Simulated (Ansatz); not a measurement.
**How the lattice parameter c of SiSe2 (model structure, started from the CdCl2 type, R-3m, No. 166, 3 atoms in the cell) moves with the method**

No measured value is used here.

```csv
level (code),value (Å)
PBE (Ansatz),22.143
PBEsol (Ansatz),19.502
PBE-D3(BJ) (Ansatz),18.435
```

Ansatz's density-functional and Hartree–Fock values are scalar-relativistic unless marked +SOC, with PAW data made under PBE.

A model structure was made by putting elements into a prototype or built by hand; it is no filed structure, need not be a known phase, and can be a saddle point held by its symmetry.

Ansatz is an electronic-structure program.
